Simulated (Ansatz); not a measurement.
The structure below was relaxed with PBEsol (Ansatz, a quantum-chemistry and plane-wave program; PAW; 420 eV plane waves; no spin-orbit coupling), earlier PAW set.

```yaml
crystal:
  lattice:
    - [0.00000, 3.28155, 3.28155]
    - [3.28155, 0.00000, 3.28155]
    - [3.28155, 3.28155, 0.00000]
  atoms:
    - { symbol: Tl, position: [0.00000, 0.00000, 0.00000] }
    - { symbol: Si, position: [0.25000, 0.25000, 0.25000] }
    - { symbol: Si, position: [0.75000, 0.75000, 0.75000] }
```

**Question.** Find the space group and the Wyckoff positions.

**Answer.** Space group Fm-3m (No. 225); a = b = c = 6.563 Å, α = β = γ = 90.00°

```json
[
 {"atom": "Tl", "site": "4a", "symmetry": "m-3m", "x": "0.0000", "y": "0.0000", "z": "0.0000"},
 {"atom": "Si", "site": "8c", "symmetry": "-43m", "x": "0.2500", "y": "0.2500", "z": "0.2500"}
]
```

**Question.** Describe the coordination.

**Answer.** The crystal has 12 atoms in its conventional cell. Conventional cell: a = b = c = 6.5631 Å, α = β = γ = 90.00°. Tl has 8 Si at 2.842 Å (cubic). Si has 4 Tl at 2.842 Å (tetrahedral). (Neighbours: up to the widest gap in distance over summed covalent radii, below 1.35, at either atom; cation-cation and far metal-metal contacts left out.)

Stability against distortions was not tested. All final runs are without spin polarisation. An odd electron count without spin: TlSi2. The cell was made from CoSi2 by this change: Co → Tl; the result is a hypothetical phase, not in the database extracts checked.
